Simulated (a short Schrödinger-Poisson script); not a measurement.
Solved with a short Schrödinger-Poisson script written for these runs: 1D Poisson equation in equilibrium, electrons quantum, Hartree (BenDaniel-Duke, 12 states a valley, the channel's in-plane mass for all, wave functions ending at the dielectric), parabolic valleys, classical holes, full ionisation, no traps, pinning or gate leakage.

Structure: MOS inversion layer, Si3N4 on p-type Si(100), at 300 K.

From the gate side: 3.1 nm Si3N4; 1400 nm Si, acceptors 9.2e16 cm⁻³.

Constants are typed, rounded textbook-type inputs, not results; the design itself was drawn at random and stands for no fabricated device. Si3N4: permittivity 7.5, conduction-band edge (eV) 1.95, gap (eV) 5.1, electron mass (mₑ) 0.5. Si: permittivity 11.7, conduction-band edge (eV) 0, gap (eV) 1.124, Nv at 300 K (cm⁻³) 3.1e19.

Channel valleys (confinement mass, in-plane density-of-states mass, number): Δ2 0.916, 0.19, 2; Δ4 0.19, 0.417, 4. At the gate the conduction-band edge of layer 1 lies 2.27 eV − eVg above the Fermi level of the channel; the field vanishes at the back. Gaps are held at their typed values at every temperature. Mesh 0.03 nm at interfaces.

Task: Give the capacitance at Vg = 1.1 V (μF/cm²); the sheet density of all electrons at Vg = 0.5 V (cm⁻²); the sheet density of all electrons at Vg = 1.1 V (cm⁻²).

Result: capacitance at Vg = 1.1 V (μF/cm²): 1.66; sheet density of all electrons at Vg = 0.5 V (cm⁻²): 1.04e12; sheet density of all electrons at Vg = 1.1 V (cm⁻²): 6.76e12.
